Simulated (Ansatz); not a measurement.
An Ansatz (a quantum-chemistry and plane-wave program) input (DFT with LDA, PAW potentials and a 420 eV plane-wave cutoff in Ansatz, no spin-orbit coupling):

Ansatz 0.2 input:
```yaml
crystal:
  lattice:
    - [3.0191699222, 0, 0]
    - [1.5095849611, 2.6146778509, 0]
    - [1.5095849611, -0.8715592836, 2.5279424933]
  atoms:
    - { symbol: Al, position: [0, 0, 0] }
    - { symbol: N, position: [0.5, 0.25, 0.75] }
basis: { ecutwfc: 420, ecutrho_ratio: 4, xc_grid: 2, fft_grid_basis: typed }
kpoints: { mp_grid: { grid: [13, 13, 13] } }
hamiltonian:
  xc: lda
  dispersion: none
  pseudopotentials: { kind: paw }
scf: { occupations: { method: fermi_dirac, width: 0.05 } }
relax: { f_tol: 0.005, max_steps: 50, cell: { stress_tol: 0.01, fix: [a, b, gamma] } }
output: { forces: true, stress: true }
checkpoint: { write: state.ck, write_every: 1000 }
```

Which symmetry and how many k-points will the program report, and about how many plane waves at Γ?

Space group R3m (ITA 160) with 6 operations, k-points 231 of 2197, and 387 plane waves at Γ.

And the final pressure?

6.08 GPa (compression positive).

The cells carry an imposed strain or load. Whether these cells are dynamically stable was not tested. The cell was made from AlN in the zinc blende structure (space group F-43m, No. 216) by this change: biaxial strain −1.67 %, plane normal [111], relaxed out of plane. This is not the structure that AlN has at room temperature and ambient pressure.
